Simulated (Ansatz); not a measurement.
The starting structures come from a database of crystals and need not be the phases stable at ambient conditions.

Tunnelling through a barrier is set by its complex band structure: the current falls as exp(−2κd) with the smallest κ.

Consider the following.

```
CaHI
1.0
    5.62961     0.00000     0.00000
    0.00000     8.60118     0.00000
    2.81481     0.00000     2.81481
Ca H I
2 2 2
Direct
  0.00000   0.13837   0.50000
  0.50000   0.86163   0.50000
  0.50000   0.00000   0.00000
  0.00000   0.00000   0.00000
  0.00000   0.67973   0.50000
  0.50000   0.32027   0.50000
```

Space group of this cell: P4/nmm. The cell was relaxed by PBE-D3(BJ); by r2SCAN its mean pressure is 1.6 GPa.

Transport runs along the normal of the first two printed cell vectors, the (110) plane of the conventional cell.

No gap correction and no spin-orbit coupling; mid-gap values are interpolated between computed energies.

Problem. Compute, with r2SCAN run with Ansatz (a quantum-chemistry and plane-wave program), the band gap and the smallest decay constant κ at mid-gap.

Solution. Gap 3.57 eV on a 10×4×10 mesh; κ = 0.358 1/Å, at (0.000, 0.500) of the in-plane reciprocal vectors. At the zone centre, at the nearest computed energy, the slowest state has κ = 0.37 1/Å.
